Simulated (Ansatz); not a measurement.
RuAl (model structure, within 0.1 Å of Pm-3m, No. 221, 2 atoms in the cell): equilibrium volume per atom by level of theory

No measured value is used here.

```json
[
 {"level (code)": "PBE (Ansatz)", "value (Å³/atom)": "13.56"},
 {"level (code)": "PBEsol (Ansatz)", "value (Å³/atom)": "13.19"},
 {"level (code)": "PBE-D3(BJ) (Ansatz)", "value (Å³/atom)": "13.15"},
 {"level (code)": "r²SCAN (Ansatz)", "value (Å³/atom)": "13.27"}
]
```

Ansatz's density-functional and Hartree–Fock values are scalar-relativistic unless marked +SOC, with PAW data made under PBE.

A model structure was made by putting elements into a prototype or built by hand; here it ended with the formula and space group of a phase in our tables.

Ansatz is a first-principles code.
